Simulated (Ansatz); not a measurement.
The parent structure is ZnS in the zinc blende structure (space group F-43m, No. 216; a = 5.3569 Å). Axes: x, y, z lie along the cube axes.

The values are results of Kohn–Sham DFT with the PBEsol functional, run in Ansatz (a program for electronic structure) with PAW and 420 eV plane waves, no spin-orbit coupling, earlier PAW set, not measurements.

Base values:

```
Item                                 Value
-----------------------------  -----------
Shortest interatomic distance      2.320 Å
Gap character                  direct at Γ
Pressure                         -0.01 GPa
```

One thing is altered: the cell is stretched by 2.61 % along y with no lateral relaxation; the atoms relax in the strained cell.

Question: How does this affect the energy relative to the base?

Answer: The energy increases by 4.3 meV/atom.

Question: What does the calculation give for the shortest interatomic distance after the change?

Answer: The shortest interatomic distance rises by 0.020 Å to 2.340 Å.

Question: Predict the new gap character.

Answer: The gap character is still direct at Γ.

Question: What happens to the pressure?

Answer: The pressure (mean of the normal stresses, compression positive) decreases by 1.935 GPa, from -0.01 GPa to -1.94 GPa.

Whether these cells are dynamically stable was not tested. k-point labels follow each cell's own Brillouin zone.
